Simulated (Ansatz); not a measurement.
InP (model structure, within 0.1 Å of P6₂22, No. 180, 6 atoms in the cell), treated with r²SCAN in Ansatz (plane waves, PAW).

Settings: plane-wave cutoff 560 eV, 18×18×6 k mesh (along the axes of the cell as run), Fermi–Dirac smearing 0.05 eV, scalar-relativistic PAW data made under PBE.

Cell (relaxed at this level):

Space group P6₂22 (No. 180); a = b = 4.139 Å, c = 9.351 Å, α = β = 90.00°, γ = 120.00°

```
atom  site  symmetry       x       y       z
----  ----  --------  ------  ------  ------
In      3c       222  0.5000  0.0000  0.0000
P       3d       222  0.5000  0.0000  0.5000
```

Q: Predict the band gap.

A: 
* **band gap**: 0.42 eV

Spin–orbit coupling is not included.

The result took around 2.1 core-minutes (rough).

A model structure was made by putting elements into a prototype or built by hand; it is no filed structure, need not be a known phase, and can be a saddle point held by its symmetry.

Ansatz is a first-principles code.
